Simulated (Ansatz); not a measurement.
**Pressure series in NbN**

Take NbN in the rock salt structure (space group Fm-3m, No. 225; a = 4.421 Å) as the base.

Cell and atoms are relaxed at each pressure.

All numbers come from Ansatz (an electronic-structure program) PBE, no spin-orbit coupling, earlier PAW set.

```json
[
 {"P (GPa)": "-1.99", "V (Å³/atom)": "10.874"},
 {"P (GPa)": "-0.99", "V (Å³/atom)": "10.838"},
 {"P (GPa)": "1.80", "V (Å³/atom)": "10.740"},
 {"P (GPa)": "4.20", "V (Å³/atom)": "10.660"},
 {"P (GPa)": "9.00", "V (Å³/atom)": "10.509"},
 {"P (GPa)": "18.00", "V (Å³/atom)": "10.253"},
 {"P (GPa)": "30.00", "V (Å³/atom)": "9.956"},
 {"P (GPa)": "45.00", "V (Å³/atom)": "9.638"},
 {"P (GPa)": "60.00", "V (Å³/atom)": "9.365"}
]
```

A third-order Birch–Murnaghan fit to these points gives V₀ = 10.80 Å³/atom, B₀ = 308 GPa and B₀′ = 4.3. At pressure 60 GPa the volume is 86.7 % of V₀.

Measured bulk modulus of NbN: 292 GPa (temperature not stated; as listed in arXiv:1102.4063); the computed value is for a static lattice, so the two differ by thermal effects too.

Load acts through the strain it causes; cell and atoms are relaxed under it. No phonon test of stability was made. No other phases were tried under pressure. All final runs are without spin polarisation.
